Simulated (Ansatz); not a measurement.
An Ansatz (a first-principles code) input (PBE-D3(BJ) (Ansatz, PAW, no SOC)):

Ansatz 0.2 input:
```yaml
crystal:
  lattice:
    - [3.6597805889, 0, 0]
    - [-1.8298902944, 3.1694629623, 0]
    - [0, 0, 5.8541345503]
  atoms:
    - { symbol: Hf, position: [0, 0, 0] }
    - { symbol: S, position: [0.3333333333, 0.6666666667, 0.2525196173] }
    - { symbol: S, position: [0.6666666667, 0.3333333333, 0.7474803827] }
basis: { ecutwfc: 420, ecutrho_ratio: 4, xc_grid: 2, fft_grid_basis: typed }
kpoints: { mp_grid: { grid: [11, 11, 6] } }
hamiltonian:
  xc: pbe
  dispersion: d3bj
  pseudopotentials: { kind: paw }
scf: { occupations: { method: fermi_dirac, width: 0.05 }, convergence: { dr2_threshold: 0.0000000003 } }
relax: { f_tol: 0.005, max_steps: 50 }
output: { forces: true, stress: true }
checkpoint: { write: state.ck, write_every: 1000 }
```

Task: Which symmetry and how many k-points will the program report, and about how many plane waves at Γ?

Result: Space group P-3m1 (ITA 164) with 12 operations, k-points 84 of 726, and 1327 plane waves at Γ.

Task: And the final pressure?

Result: -1.87 GPa (compression positive).

The cells carry an imposed strain or load. Stability against distortions was not tested. The cell was made from HfS$_{2}$ in the CdI2 type structure (space group P-3m1, No. 164; layered, stacked along the Cartesian z axis) by this change: isotropic strain +1.50 %.
